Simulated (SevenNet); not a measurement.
# CsCl-type CoAl

Method: the machine-learned potential SevenNet-l3i5 (trained on PBE and PBE+U data).

Cell: relaxed at this level.

| Quantity | Value |
|---|---|
| equilibrium lattice constant a | 2.854 Å |
| volume per atom | 11.63 Å³/atom |

Measured, for comparison: lattice constant a 2.861 Å, equilibrium volume per atom 11.71 Å³/atom (room temperature, no zero-point or thermal correction; as tabulated in Yamada et al. (2019), arXiv:1910.09660). Computed (rounded) less measured: lattice constant a -0.2 %, equilibrium volume per atom -0.7 %. A static lattice is as a rule a little smaller and stiffer than an uncorrected measurement, which narrows the difference in the equilibrium volume per atom and would widen misses of the other sign.

A machine-learned potential is trained on density-functional data: it inherits that level's misses and adds fitting errors of its own.
